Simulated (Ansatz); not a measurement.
## AlAs under a change: strain tensor (xx, yy, zz, yz, xz, xy) = (+1.63, +2.45, +0.69, −0.32, +1.10, +1.36) %

The parent structure is AlAs in the zinc blende structure (space group F-43m, No. 216; a = 5.675 Å). Axes: x, y, z lie along the cube axes.

It is then changed as follows: strain tensor (xx, yy, zz, yz, xz, xy) = (+1.63, +2.45, +0.69, −0.32, +1.10, +1.36) %, atoms relaxed at fixed cell.

The values are results of Ansatz (an electronic-structure program) PBEsol, spin-orbit coupling left out, not measurements. Γ-centred 10×10×10 mesh, Fermi–Dirac width 0.05 eV.

| quantity | base | changed | shift |
|---|---|---|---|
| volume per atom | 22.84 Å³ | 23.94 Å³ | +1.10 Å³ |
| space group | F-43m (No. 216) | P1 (No. 1) | – |
| shortest interatomic distance | 245.7 pm | 247.6 pm | +1.84 pm |
| energy relative to the base (free energy F) | 0 meV/atom | +16 meV/atom | +16 meV/atom |
| pressure (mean of the normal stresses, compression positive) | 0.00 GPa | -3.06 GPa | -3.06 GPa |
| band gap | 1.34 eV | 1.20 eV | -0.14 eV |
| gap character | – | indirect, Γ → V | – |
| smallest direct gap | 1.91 eV | 1.38 eV | -0.53 eV |
| valence-band top at Γ (three highest levels, from the VBM) | 0.00, 0.00, 0.00 eV | 0.00, -0.15, -0.26 eV | – |
| valley order (the lowest conduction-band minima on the path, energy above the VBM, named in the base's zone) | X along ⟨100⟩ 1.34 eV; Γ 1.91 eV; L along ⟨111⟩ 2.05 eV | X along [001] 1.20 eV; X along [100] 1.28 eV; X along [010] 1.29 eV; Γ 1.38 eV | – |
| largest internal atomic displacement | – | 0.013 Å | – |
| stress (xx, yy, zz, yz, xz, xy; compression positive) | – | (-3.05, -3.53, -2.60, 0.29, -1.07, -1.28) GPa | – |

Stability against distortions was not tested. k-point labels follow each cell's own Brillouin zone.
